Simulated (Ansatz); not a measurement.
Structure of amorphous Ti₂₀O₄₃In₂ (periodic cell):

```yaml
crystal:
  lattice:
    - [9.58419, -0.02524, -0.03592]
    - [-0.02524, 8.92807, 0.09615]
    - [-0.03592, 0.09615, 9.56601]
  atoms:
    - { symbol: Ti, position: [0.56122, 0.03943, 0.42676] }
    - { symbol: Ti, position: [0.31693, 0.43609, 0.17712] }
    - { symbol: Ti, position: [0.20300, 0.00967, 0.55105] }
    - { symbol: Ti, position: [0.00906, 0.28612, 0.11338] }
    - { symbol: Ti, position: [0.73165, 0.82897, 0.02738] }
    - { symbol: Ti, position: [0.77088, 0.22818, 0.93014] }
    - { symbol: Ti, position: [0.31784, 0.46214, 0.49978] }
    - { symbol: Ti, position: [0.09698, 0.90062, 0.87890] }
    - { symbol: Ti, position: [0.42322, 0.34626, 0.83249] }
    - { symbol: Ti, position: [0.96576, 0.19845, 0.44715] }
    - { symbol: Ti, position: [0.02465, 0.66856, 0.61012] }
    - { symbol: Ti, position: [0.02491, 0.58398, 0.27494] }
    - { symbol: Ti, position: [0.60692, 0.33201, 0.23445] }
    - { symbol: Ti, position: [0.56759, 0.97608, 0.78024] }
    - { symbol: Ti, position: [0.70736, 0.66869, 0.40065] }
    - { symbol: Ti, position: [0.07361, 0.33055, 0.72134] }
    - { symbol: Ti, position: [0.35980, 0.74213, 0.94945] }
    - { symbol: Ti, position: [0.94522, 0.63578, 0.91474] }
    - { symbol: Ti, position: [0.94598, 0.94072, 0.26799] }
    - { symbol: Ti, position: [0.51186, 0.68364, 0.68132] }
    - { symbol: O, position: [0.14675, 0.23702, 0.55063] }
    - { symbol: O, position: [0.93969, 0.84644, 0.98863] }
    - { symbol: O, position: [0.76217, 0.64040, 0.96467] }
    - { symbol: O, position: [0.53150, 0.84826, 0.00061] }
    - { symbol: O, position: [0.39294, 0.63654, 0.52351] }
    - { symbol: O, position: [0.00654, 0.51780, 0.08484] }
    - { symbol: O, position: [0.34027, 0.62286, 0.10146] }
    - { symbol: O, position: [0.42033, 0.38837, 0.33312] }
    - { symbol: O, position: [0.43478, 0.35906, 0.63700] }
    - { symbol: O, position: [0.09319, 0.03766, 0.38912] }
    - { symbol: O, position: [0.96282, 0.34132, 0.30409] }
    - { symbol: O, position: [0.15258, 0.50209, 0.60710] }
    - { symbol: O, position: [0.96105, 0.50756, 0.76407] }
    - { symbol: O, position: [0.75427, 0.28936, 0.10739] }
    - { symbol: O, position: [0.52602, 0.10609, 0.23597] }
    - { symbol: O, position: [0.44920, 0.13948, 0.86571] }
    - { symbol: O, position: [0.96244, 0.26171, 0.91185] }
    - { symbol: O, position: [0.60319, 0.83932, 0.42971] }
    - { symbol: O, position: [0.12873, 0.03826, 0.73900] }
    - { symbol: O, position: [0.23342, 0.34146, 0.83574] }
    - { symbol: O, position: [0.90809, 0.64004, 0.44007] }
    - { symbol: O, position: [0.45024, 0.57824, 0.83893] }
    - { symbol: O, position: [0.14877, 0.80848, 0.55349] }
    - { symbol: O, position: [0.65897, 0.25140, 0.40355] }
    - { symbol: O, position: [0.16962, 0.70761, 0.87971] }
    - { symbol: O, position: [0.96796, 0.08628, 0.13692] }
    - { symbol: O, position: [0.84269, 0.03883, 0.40211] }
    - { symbol: O, position: [0.72298, 0.02782, 0.91503] }
    - { symbol: O, position: [0.95462, 0.78309, 0.74737] }
    - { symbol: O, position: [0.65984, 0.56799, 0.56418] }
    - { symbol: O, position: [0.77772, 0.82082, 0.21417] }
    - { symbol: O, position: [0.25226, 0.92990, 0.00411] }
    - { symbol: O, position: [0.46004, 0.34669, 0.06793] }
    - { symbol: O, position: [0.38008, 0.03091, 0.48350] }
    - { symbol: O, position: [0.19251, 0.51140, 0.32802] }
    - { symbol: O, position: [0.89462, 0.26784, 0.61468] }
    - { symbol: O, position: [0.19909, 0.26737, 0.12903] }
    - { symbol: O, position: [0.65583, 0.34243, 0.82436] }
    - { symbol: O, position: [0.65880, 0.80338, 0.73230] }
    - { symbol: O, position: [0.06502, 0.77434, 0.24681] }
    - { symbol: O, position: [0.61463, 0.08713, 0.62435] }
    - { symbol: O, position: [0.40565, 0.85034, 0.74496] }
    - { symbol: O, position: [0.66308, 0.52976, 0.27296] }
    - { symbol: In, position: [0.67521, 0.33188, 0.60658] }
    - { symbol: In, position: [0.38283, 0.09599, 0.07504] }
```

Methods: PBE, scalar-relativistic without spin-orbit coupling (Ansatz, a quantum-chemistry and plane-wave program); r2SCAN, scalar-relativistic without spin-orbit coupling (Ansatz); HSE06, scalar-relativistic without spin-orbit coupling (Ansatz). Neutral PBE cell, which sets geometry, pressure and energy: sampling: a 2×2×2 Γ-centred mesh; Fermi-Dirac width 0.02 eV; no spin polarisation. Exact exchange is cut at the faces of this 9 Å cell, which leaves hybrid gaps a finite-size error.

It comes from a melt-quench run on a machine-learned potential (CHGNet), relaxed afterwards by DFT. O atoms were pushed apart under 1.9 Å during the dynamics, to hinder bonds among them. The hot cell started wider than the set density and was brought back towards it in steps. It is the lowest in DFT energy of 2 quenches. It is a model cell: composition and starting density were chosen by hand, and all elements were melted together. No dispersion term was used. Its density started from a set value of 3.87 and ended at 3.80 g/cm³. The simulated quench (nominally 360 K/ps over its main leg) is rapid and tends to freeze in more defects than a deposited or slowly cooled glass has. A cell of this size samples the disorder only roughly. Volume and shape were free in the relaxation.

**Question.** Give the pressure, the energy against reference phases and the spacing of the highest filled and lowest empty levels.

**Answer.** 
The pressure on a 2×2×2 Γ-centred mesh is 0.00 GPa, the largest force and stress component on that mesh (the relaxation ran on the zone centre alone) is 0.17 eV/Å and 0.1 GPa and the energy relative to anatase TiO2 + bixbyite In2O3 (lowest mix at this level among the phases computed, not always the ambient ones) is 0.137 eV/atom. The gap on a 2×2×2 Γ-centred mesh (PBE) comes out as 2.64 eV and the gap at the zone centre (PBE) comes out as 2.72 eV. The gap at the zone centre (r2SCAN) is 3.07 eV and the gap at the zone centre (HSE06) is 4.25 eV. The distance between the nearest levels spread over more than a fifth of the atoms or a third of the atoms of their main element (six at least) (PBE, zone centre) is 2.72 eV.

**Question.** At PBE and the zone centre, how localised are the states just below and above the Fermi level (participation number: the atoms over which a state spreads)?

**Answer.** The highest filled state is spread over 13.3 atoms' worth, largest on O30, with weights by element (charge in smoothed Voronoi cells) O 0.93, Ti 0.06, In 0.00. The lowest empty state is spread over 9.8 atoms' worth, largest on Ti4, with weights by element (charge in smoothed Voronoi cells) Ti 0.78, O 0.20, In 0.02.

Cut-offs for bonds: Ti-Ti 3.12 Å, Ti-O 2.50 Å, Ti-In 3.12 Å, O-O 1.58 Å, O-In 2.50 Å, In-In 3.12 Å. Two cations that share two anions don't count as bonded, nor two that share one unless they lie closer than Ti-Ti 3.04 Å, Ti-In 3.04 Å, In-In 3.04 Å.

Added carriers, by PBE, scalar-relativistic without spin-orbit coupling (Ansatz) on the zone centre alone. Charged cells keep the cell fixed and stand in a uniform background, with no image correction, at a width of 0.01 eV; where the count is odd the moment is locked at 1 μB, unless the neutral cell bore moments. Each starts from the undistorted neutral geometry alone. PBE's self-interaction favours spread-out carriers, so it can miss traps that a hybrid finds.

**Question.** What happens at PBE when the cell takes an extra electron and the atoms relax?

**Answer.** Relaxation lowers the charged cell by 0.10 eV. The largest moves are In65 0.09 Å, O46 0.06 Å, O45 0.05 Å, O26 0.05 Å. The level that holds the added charge spreads over 9.7 atoms' worth, most on Ti4 (weight 0.28): a partly localised carrier. No bond crosses its cut-off with a change of over 0.15 Å (metal-metal contacts aside). Made neutral again at that geometry, the cell lies +0.14 eV from the neutral start.

**Question.** What happens at PBE when the cell takes a hole and the atoms relax?

**Answer.** Relaxation lowers the charged cell by 0.37 eV. The largest moves are O47 0.29 Å, Ti19 0.21 Å, O44 0.18 Å, O54 0.13 Å. The level that was emptied spreads over 3.4 atoms' worth, most on O47 (weight 0.43): a localised (trapped) carrier, which neighbours of that atom can share. No bond crosses its cut-off with a change of over 0.15 Å (metal-metal contacts aside). Made neutral again at that geometry, the cell lies +1.05 eV from the neutral start.
